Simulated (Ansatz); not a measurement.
System: Al3SiCN3 (model structure, P3m1, No. 156, 8 atoms in the cell). Method: PBEsol (plane waves, PAW; Ansatz, an electronic-structure program).

Settings: plane-wave cutoff 520 eV, 24×24×6 k mesh (along the axes of the cell as run), Fermi–Dirac smearing 0.05 eV, scalar-relativistic PAW data made under PBE.

Cell (relaxed at this level):

```yaml
crystal:
  lattice:
    - [3.12647, 0.00000, 0.00000]
    - [-1.56323, 2.70760, 0.00000]
    - [0.00000, 0.00000, 9.98756]
  atoms:
    - { symbol: Al, position: [0.66667, 0.33333, 0.99941] }
    - { symbol: N, position: [0.66667, 0.33333, 0.19504] }
    - { symbol: Al, position: [0.00000, 0.00000, 0.24534] }
    - { symbol: N, position: [0.00000, 0.00000, 0.44049] }
    - { symbol: Al, position: [0.66667, 0.33333, 0.49046] }
    - { symbol: N, position: [0.66667, 0.33333, 0.68753] }
    - { symbol: Si, position: [0.00000, 0.00000, 0.76159] }
    - { symbol: C, position: [0.00000, 0.00000, 0.93464] }
```

Question: Estimate the band gap and bulk modulus that the calculation returns.

Answer: 
band gap: 0.38 eV (on the SCF k mesh)
bulk modulus: 192 GPa

Note: the bulk modulus is −V dP/dV from two relaxed cells at ±2 % in volume; the relaxation could raise the start's symmetry but not lower it, so the cell can be a saddle point.

The computed numbers hold no vibrational or temperature effects.

A model structure was made by putting elements into a prototype or built by hand; it is no filed structure, need not be a known phase, and can be a saddle point held by its symmetry.
